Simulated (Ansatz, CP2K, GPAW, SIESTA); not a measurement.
# SnO₂ (P4_2/mnm, 6 atoms in the cell) computed with different codes at matched settings

Band-structure calculation.

```
CELL_PARAMETERS angstrom
      4.79341     0.00000     0.00000
      0.00000     4.79341     0.00000
      0.00000     0.00000     3.22675
ATOMIC_POSITIONS crystal
  Sn 0.50000 0.50000 0.50000
  Sn 0.00000 0.00000 0.00000
  O  0.19403 0.80597 0.50000
  O  0.80597 0.19403 0.50000
  O  0.69403 0.69403 0.00000
  O  0.30597 0.30597 0.00000
```

Shared settings, as Ansatz (an electronic-structure program) writes them: kpoints.mp_grid.grid = 4 4 5; scf.occupations.method = fermi_dirac; scf.occupations.width = 0.02 eV. Potentials and cutoffs stand in the table.

```tsv
code	model	gap along the path (eV)	smallest direct gap (eV)	cutoff
CP2K	PBE, GPW, DZVP-MOLOPT-PBE-GTH basis, GTH-PBE potentials (POTENTIAL_UZH)	0.43	0.43	grid 500 Ry
Ansatz	PBE, PAW files	0.85	0.85	420 eV
GPAW	PBE, GPAW PAW datasets PBE (gpaw-data 1.0.1)	0.88	0.88	950 eV
SIESTA	GGA PBE, numerical atomic orbitals TZP, PseudoDojo PBE standard norm-conserving potentials (rewritten from UPF to PSML)	0.57	0.57	grid 300 Ry
```

The spread over the programs that give each value: gap along the path within 0.45 eV; smallest direct gap within 0.45 eV.

CP2K and SIESTA use small atom-centred bases, whose incompleteness enters pressures, forces and empty levels differently from a plane-wave cutoff.

In the gap along the path, CP2K and SIESTA stand apart from the plane-wave programs.

The starting cell comes from a database of computed structures (which also holds hypothetical and non-ambient phases and stackings), without a prior relaxation at this level. Its lattice was rescaled by a random factor within 2.5 % of one.

Left out of this page: Quantum ESPRESSO and FLEUR (not drawn, or without a comparable value).

Keys are those of Ansatz 0.2.
